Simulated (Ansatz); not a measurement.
Defect migration in zinc-blende BP: interstitial Li, charge state +1. Computed with PBE, PAW (plane waves to 420 eV; Ansatz, a first-principles code).

Settings: 64 host sites, the relaxed PBE lattice, a 2×2×2 k-point mesh shifted by half a step, smearing 0.01 eV, spin-restricted, no image-charge correction. Static, classical nuclei. The charge state is imposed; whether it is stable for some Fermi level was not computed. Sites that were not tried may lie lower.

Barriers: single points on a 3×3×3 k-point mesh shifted by half a step at the bands' geometries.

Relaxed starting cell (atoms counted from 1):

```
CELL_PARAMETERS angstrom
      9.09681     0.00000     0.00000
      0.00000     9.09681     0.00000
      0.00000     0.00000     9.09681
ATOMIC_POSITIONS crystal
  B  0.99672 0.99739 0.99710
  B  0.99893 0.99961 0.50164
  B  0.99893 0.50193 0.99932
  B  0.00001 0.50107 0.50077
  B  0.50126 0.99961 0.99932
  B  0.50040 0.00069 0.50078
  B  0.50040 0.50107 0.00039
  B  0.50011 0.50079 0.50050
  P  0.12497 0.12565 0.38119
  P  0.12497 0.12565 0.86952
  P  0.12497 0.62565 0.37611
  P  0.12497 0.62565 0.87460
  P  0.62497 0.12565 0.37612
  P  0.62497 0.12565 0.87460
  P  0.62497 0.62565 0.37554
  P  0.62497 0.62565 0.87517
  B  0.99672 0.25390 0.25361
  B  0.99893 0.25168 0.74907
  B  0.99893 0.74936 0.25139
  B  0.00001 0.75022 0.74993
  B  0.50126 0.25168 0.25140
  B  0.50040 0.25061 0.74993
  B  0.50040 0.75023 0.25032
  B  0.50011 0.75051 0.75022
  P  0.12497 0.38148 0.12536
  P  0.12497 0.37640 0.62536
  P  0.12497 0.86981 0.12536
  P  0.12497 0.87489 0.62536
  P  0.62497 0.37640 0.12536
  P  0.62497 0.37584 0.62536
  P  0.62498 0.87489 0.12536
  P  0.62497 0.87546 0.62536
  B  0.25322 0.99739 0.25361
  B  0.25101 0.99961 0.74907
  B  0.25101 0.50193 0.25139
  B  0.24994 0.50107 0.74993
  B  0.74869 0.99961 0.25140
  B  0.74955 0.00069 0.74994
  B  0.74955 0.50107 0.25032
  B  0.74983 0.50079 0.75022
  P  0.38081 0.12565 0.12536
  P  0.37573 0.12565 0.62536
  P  0.37573 0.62565 0.12536
  P  0.37516 0.62565 0.62536
  P  0.86914 0.12565 0.12535
  P  0.87421 0.12565 0.62536
  P  0.87421 0.62565 0.12536
  P  0.87479 0.62565 0.62535
  B  0.25323 0.25391 0.99710
  B  0.25101 0.25168 0.50164
  B  0.25101 0.74936 0.99932
  B  0.24993 0.75023 0.50078
  B  0.74869 0.25168 0.99932
  B  0.74955 0.25061 0.50078
  B  0.74955 0.75023 0.00040
  B  0.74983 0.75050 0.50050
  P  0.37526 0.37594 0.37565
  P  0.37669 0.37736 0.87364
  P  0.37668 0.87394 0.37706
  P  0.37527 0.87536 0.87507
  P  0.87326 0.37736 0.37706
  P  0.87468 0.37594 0.87506
  P  0.87468 0.87535 0.37565
  P  0.87327 0.87394 0.87365
  Li 0.12498 0.12565 0.12535
```
Cell charge +1.

End state 1 differs by these moves (Å; atoms that move under 0.08 Å are left out):

```
atom  element     Δx     Δy     Δz
----  -------  -----  -----  -----
10          P  -0.06   0.06  -0.01
27          P  -0.06  -0.01   0.06
41          P   0.01   0.06   0.06
60          P   0.06  -0.06  -0.06
65         Li   1.14  -1.14  -1.14
```

### Question
Estimate the forward and backward barriers to end state 1 that PBE, PAW returns for this input.

### Answer
forward 1.51 eV, backward 0.69 eV; at the saddle point atom 65 has neighbours 3 B at 1.99; 3 P at 2.02 Å. The saddle point's order was not checked, and it lies on a symmetry element of the cell, where a band can be held.
